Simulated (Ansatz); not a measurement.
The parent structure is Sr₃AsN in the anti-perovskite structure (space group Pm-3m, No. 221; a = 5.041 Å; a cell from a computed database, its experimental status unchecked).

Levels (all Ansatz, an electronic-structure program, PAW): PBEsol (420 eV, scalar-relativistic without spin-orbit coupling); PBEsol+SOC (420 eV, spin-orbit coupling included).

The geometry is relaxed with PBEsol.

| Property | Result |
|---|---|
| PBEsol electron mass | 0.15, 0.66 mₑ (at Γ) |
| PBEsol pressure | 0.00 GPa |
| PBEsol lowest conduction level above the VBM at special points | Γ 0.38 eV; X 1.71 eV; R 2.11 eV; M 2.56 eV |

Q: How does going to PBEsol+SOC change the electron mass, pressure, hole mass and lowest conduction level above the VBM at special points?

A: The electron mass (degenerate bands, along [100]) goes from 0.15, 0.66 mₑ (at Γ) to 0.14, 0.66 mₑ (at Γ); the pressure is nearly the same (0.00 GPa against -0.01 GPa); the hole mass (degenerate bands, along [100]) is 0.11, 0.43 mₑ (at Γ); the lowest conduction level above the VBM at special points goes from Γ 0.38 eV; X 1.71 eV; R 2.11 eV; M 2.56 eV to Γ 0.36 eV; X 1.70 eV; R 2.08 eV; M 2.54 eV. The threefold valence maximum splits by Δso ≈ 34 meV.

Single points use the geometry relaxed with PBEsol. The spin-orbit shifts are approximate. The levels and masses belong to the bands next to the band gap. Masses are band curvatures over ±0.01 Å⁻¹ around the edge. Stability against distortions was not tested.
